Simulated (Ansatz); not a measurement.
A computed series for MgTe: response to strain

Consider MgTe in the wurtzite structure (space group P6_3mc, No. 186; a = 4.509 Å, c = 7.338 Å). Axes: x lies along a and z along c of the hexagonal cell.

Strains are applied to the cell and any free atomic positions relax; under biaxial strain the out-of-plane vector relaxes too.

All numbers come from Ansatz (a first-principles code) LDA, without spin-orbit coupling.

Notes on the quantities. pressure: mean of the normal stresses, compression positive.

```csv
case,ratio −ε⊥/ε∥,pressure
base,–,0.0 kbar
"biaxial strain −3.00 %, plane normal [001], relaxed out of plane",0.91,13.2 kbar
"biaxial strain −2.40 %, plane normal [001], relaxed out of plane",0.92,10.5 kbar
"biaxial strain −1.80 %, plane normal [001], relaxed out of plane",0.92,7.8 kbar
"biaxial strain −1.20 %, plane normal [001], relaxed out of plane",0.93,5.1 kbar
"biaxial strain −0.60 %, plane normal [001], relaxed out of plane",–,[?]
```

Complete the table.


- biaxial strain −0.60 %, plane normal [001], relaxed out of plane, pressure: 2.5 kbar

No phonon test of stability was made.
